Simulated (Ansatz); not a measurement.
Start from BeTe in the zinc blende structure (space group F-43m, No. 216; a = 5.657 Å).

Method: r2SCAN, PAW, 500 eV (Ansatz, a first-principles code; without spin-orbit coupling).

For the base:

* **Smallest direct gap**: 4.04 eV
* **Valley order**: X along ⟨100⟩ 2.37 eV; L along ⟨111⟩ 3.51 eV

Perturbation: an isotropic linear strain of +1.50 %, atoms relaxed at fixed cell.

Task: What happens to the energy relative to the base, smallest direct gap and valley order?

Result: The energy increases by 8.1 meV/atom; the smallest direct gap increases by 0.01 eV, from 4.04 eV to 4.05 eV; the valley order (the lowest conduction-band minima on the path, energy above the VBM, named in the base's zone) becomes X along ⟨100⟩ 2.48 eV; L along ⟨111⟩ 3.39 eV (base: X along ⟨100⟩ 2.37 eV; L along ⟨111⟩ 3.51 eV).

With Te present, leaving out spin-orbit coupling can change the band edges. Stability against distortions was not tested.
